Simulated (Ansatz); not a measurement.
Base system: Ru in the hcp (Mg type) structure (space group P6_3/mmc, No. 194; a = 2.676 Å, c = 4.224 Å; relaxed with 0.1 eV smearing).

Level of theory: LDA (Ansatz, a program for electronic structure), no spin-orbit coupling.

Base values:

```
Quantity    Value
--------  -------
Pressure  0.0 GPa
```

Perturbation: every lattice vector is stretched by 1.00 %, atoms relaxed at fixed cell.

Estimate the effect on the pressure.

The pressure (mean of the normal stresses, compression positive) goes from zero to -10.2 GPa.

How does this affect the energy relative to the base?

The energy increases by 13 meV/atom.

The cells carry an imposed strain or load. Stability against distortions was not tested. All final runs are without spin polarisation.
